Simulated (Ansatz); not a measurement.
B4C3 (model structure, started from the Al4C3 type, R-3m, No. 166, 7 atoms in the cell): smallest direct gap on the k points sampled by level of theory

No measured value is used here.

```json
[
 {"level (code)": "LDA (Ansatz)", "value (eV)": "2.14", "cell (Å³/atom)": "6.12"},
 {"level (code)": "PBE (Ansatz)", "value (eV)": "2.34", "cell (Å³/atom)": "6.35"},
 {"level (code)": "PBEsol (Ansatz)", "value (eV)": "2.22", "cell (Å³/atom)": "6.25"},
 {"level (code)": "r²SCAN (Ansatz)", "value (eV)": "2.86", "cell (Å³/atom)": "6.37"}
]
```

At these levels the smallest gap is indirect and lower: LDA 1.05, PBE 0.87, PBEsol 0.90, r²SCAN 1.04 eV. Computed values are for a static lattice.  Each level is taken at its own relaxed cell. Cutoffs differ between the levels. Ansatz's density-functional and Hartree–Fock values are scalar-relativistic unless marked +SOC, with PAW data made under PBE.

A model structure was made by putting elements into a prototype or built by hand; it is no filed structure, need not be a known phase, and can be a saddle point held by its symmetry.

Ansatz is a program for electronic structure.
